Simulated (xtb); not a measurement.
xtb 6.7.1, GFN2-xTB: Hf(OtBu)(Me)3 (CC(C)(C)[O][Hf]([CH3])([CH3])[CH3]), 27 atoms. The geometry is a generated start, not checked to be a minimum at this level.

```
Item                       Value
-----------------  -------------
run flags                 --grad
method                  GFN2-xTB
--acc                1 (default)
--etemp (K)        300 (default)
basis functions               60
valence electrons             56
```

```xyz
27

Hf    -0.3661     0.4728     1.0239
O     -0.9292    -0.7344    -0.3371
C      0.0255    -0.8878    -1.3281
C      1.2167    -1.6919    -0.7623
C     -0.5795    -1.6403    -2.5266
C      0.5039     0.5068    -1.7982
H      2.0382    -1.7405    -1.4755
H      0.8886    -2.7070    -0.5390
H      1.5574    -1.2261     0.1729
H     -0.9129    -2.6248    -2.2103
H      0.1493    -1.7495    -3.3274
H     -1.4429    -1.0940    -2.9002
H      1.0099     1.0312    -0.9759
H     -0.3673     1.0870    -2.1093
H      1.1834     0.4200    -2.6452
C      1.7144     1.1861     1.5694
H      1.9661     0.9283     2.6077
H      1.7604     2.2854     1.5301
H      2.5719     0.8406     0.9742
C     -1.5963     2.3282     0.7108
H     -2.1485     2.5849     1.6274
H     -2.3461     2.2176    -0.0821
H     -0.9975     3.2141     0.4559
C     -1.1114    -0.6067     2.8412
H     -1.1367    -1.6926     2.6938
H     -2.1383    -0.2910     3.0687
H     -0.5129    -0.4165     3.7411
```

Charge 0 and multiplicity 1 are set for this test and not shown to be the ground state.

One run each on 1 thread. Values of broydamp tried: 0.02, 0.05, 0.1, 0.2, 0.4 (default), 0.6, 0.8, 1.

Question: How does the count of SCC iterations change with broydamp, and where is it least?

Answer: Fewest SCC iterations, within one of each other: 0.2 with 18, 0.4 (default) with 19. The count rises to 30 at 0.02. All converge to one solution.

```
broydamp       SCC iterations            end
-------------  --------------  -------------
0.02                       30  same solution
0.05                       23  same solution
0.1                        22  same solution
0.2                        18  same solution
0.4 (default)              19  same solution
0.6                        20  same solution
0.8                        25  same solution
1                          27  same solution
```
